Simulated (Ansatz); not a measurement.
The starting structures come from a database of crystals and need not be the phases stable at ambient conditions.

Inside the gap of an insulator the Bloch states are evanescent, with a wavenumber k + iκ along the transport direction.

Given:

```
CELL_PARAMETERS angstrom
      4.72567     0.00000     0.00000
      0.00000    10.21859     0.00000
      0.00000     0.00000     3.12727
ATOMIC_POSITIONS crystal
  Mg 0.01139 0.36817 0.75000
  Mg 0.98861 0.63183 0.25000
  Mg 0.51139 0.13183 0.25000
  Mg 0.48861 0.86817 0.75000
  H  0.41148 0.57092 0.75000
  H  0.58852 0.42908 0.25000
  H  0.91148 0.92908 0.25000
  H  0.08852 0.07092 0.75000
  O  0.28859 0.04963 0.75000
  O  0.71141 0.95037 0.25000
  O  0.78859 0.45037 0.25000
  O  0.21141 0.54963 0.75000
  F  0.25172 0.29294 0.25000
  F  0.74828 0.70706 0.75000
  F  0.75172 0.20706 0.75000
  F  0.24828 0.79294 0.25000
```

Space group of this cell: Pnma. The cell is taken as given; by r2SCAN its mean pressure is -4.2 GPa.

Transport runs along the normal of the first two printed cell vectors.

The gap is the functional's own, uncorrected, and κ follows it; spin-orbit coupling is left out. Mid-gap values are interpolated between the computed energies.

Problem. State the band gap and the smallest decay constant κ at mid-gap according to r2SCAN in Ansatz (an electronic-structure program).

Solution. Gap 5.48 eV on a 6×4×10 mesh; κ = 0.432 1/Å, at the zone centre.
